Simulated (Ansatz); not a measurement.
Base system: Au in the fcc (Cu type) structure (space group Fm-3m, No. 225; relaxed with 0.1 eV smearing).

```yaml
crystal:
  lattice:
    - [0.00000, 2.06226, 2.06226]
    - [2.06226, 0.00000, 2.06226]
    - [2.06226, 2.06226, 0.00000]
  atoms:
    - { symbol: Au, position: [0.00000, 0.00000, 0.00000] }
```

Cartesian axes are those of the cell as printed.

Computed with r2SCAN, PAW, 500 eV (Ansatz, a first-principles code; no spin-orbit coupling).

For the base:

* **Pressure**: 0.0 GPa

Modification: biaxial strain −1.67 %, plane normal [111], relaxed out of plane (Cartesian); in-plane vectors clamped, the third vector and the atoms free.

Task: What happens to the pressure and ratio −ε⊥/ε∥?

Result: The pressure (mean of the normal stresses, compression positive) goes from zero to 1.6 GPa; the ratio −ε⊥/ε∥ is 1.55.

Whether these cells are dynamically stable was not tested.
